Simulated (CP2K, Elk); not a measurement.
A CP2K input for a self-consistent single point of SnO (P4/nmm, 4 atoms in the cell) (DFT PBE, GPW, DZVP-MOLOPT-SR-GTH basis, GTH-PBE potentials (GTH_POTENTIALS)):

```
&GLOBAL
  PROJECT bulk
  RUN_TYPE ENERGY_FORCE
  PRINT_LEVEL MEDIUM
&END GLOBAL
&FORCE_EVAL
  METHOD Quickstep
  STRESS_TENSOR ANALYTICAL
  &DFT
    BASIS_SET_FILE_NAME BASIS_MOLOPT
    POTENTIAL_FILE_NAME GTH_POTENTIALS
    &QS
      METHOD GPW
      EPS_DEFAULT 1E-10
    &END QS
    &MGRID
      CUTOFF 450
      REL_CUTOFF 50
      NGRIDS 4
    &END MGRID
    &SCF
      SCF_GUESS ATOMIC
      EPS_SCF 1E-6
      MAX_SCF 100
      ADDED_MOS 5
      &DIAGONALIZATION
        ALGORITHM STANDARD
      &END DIAGONALIZATION
      &MIXING
        METHOD BROYDEN_MIXING
        ALPHA 0.3
        NBUFFER 12
        BETA 1
      &END MIXING
      &SMEAR ON
        METHOD FERMI_DIRAC
        ELECTRONIC_TEMPERATURE [K] 116.05
      &END SMEAR
    &END SCF
    &KPOINTS
      SCHEME MONKHORST-PACK 5 5 4
      GAMMA_CENTERED T
    &END KPOINTS
    &XC
      &XC_FUNCTIONAL PBE
      &END XC_FUNCTIONAL
    &END XC
    &PRINT
      &MO
        EIGENVALUES T
        OCCUPATION_NUMBERS T
        NDIGITS 8
        FILENAME mo
        &EACH
          QS_SCF 0
        &END EACH
        ADD_LAST NUMERIC
      &END MO
      &MULLIKEN ON
      &END MULLIKEN
    &END PRINT
  &END DFT
  &SUBSYS
    &CELL
      ABC 3.73742600 3.73742600 4.78917200
      ALPHA_BETA_GAMMA 90.00000000 90.00000000 90.00000000
      PERIODIC XYZ
    &END CELL
    &COORD
      Sn       0.00000000     1.86871300     1.12722741
      Sn       1.86871300     0.00000000     3.66194459
      O        1.86871300     1.86871300     0.00000000
      O        0.00000000     0.00000000     0.00000000
    &END COORD
    &KIND Sn
      BASIS_SET DZVP-MOLOPT-SR-GTH-q4
      POTENTIAL GTH-PBE-q4
    &END KIND
    &KIND O
      BASIS_SET DZVP-MOLOPT-SR-GTH-q6
      POTENTIAL GTH-PBE-q6
    &END KIND
  &END SUBSYS
  &PRINT
    &FORCES ON
    &END FORCES
    &STRESS_TENSOR ON
    &END STRESS_TENSOR
  &END PRINT
&END FORCE_EVAL
```

Question: Translate this input to Elk.

Answer: One input that does it (others would too):

```
tasks
  0

xctype
  20

tforce
  .true.

rgkmax
  7.5

gmaxvr
  18.0

lmaxapw
  10

lmaxo
  8

nxlo
  2

lorbcnd
  .true.

lradstp
  2

nrmtscf
  2.0

rmtscf
  0.89

lmaxi
  4

stype
  3

swidth
  0.000367493

scale
  7.062711551

avec
    1.0000000000    0.0000000000    0.0000000000
    0.0000000000    1.0000000000    0.0000000000
    0.0000000000    0.0000000000    1.2814091838

atoms
  2   : nspecies
  'Sn.in'   : spfname
  2   : natoms; atposl, bfcmt below
  0.0000000000  0.5000000000  0.2353700000    0.0 0.0 0.0
  0.5000000000  0.0000000000  0.7646300000    0.0 0.0 0.0
  'O.in'   : spfname
  2   : natoms; atposl, bfcmt below
  0.5000000000  0.5000000000  0.0000000000    0.0 0.0 0.0
  0.0000000000  0.0000000000  0.0000000000    0.0 0.0 0.0

ngridk
  5 5 4
```

Basis, cutoffs, solver keys and any potentials are the target program's own. This input uses DFT, PBE, all-electron FP-LAPW, Elk's shipped species files, APW+lo basis with extra local orbitals.

The starting cell comes from a database of computed structures (which also holds hypothetical and non-ambient phases and stackings), without a prior relaxation at this level. For this run, on top of that: lattice scaled by 0.98.
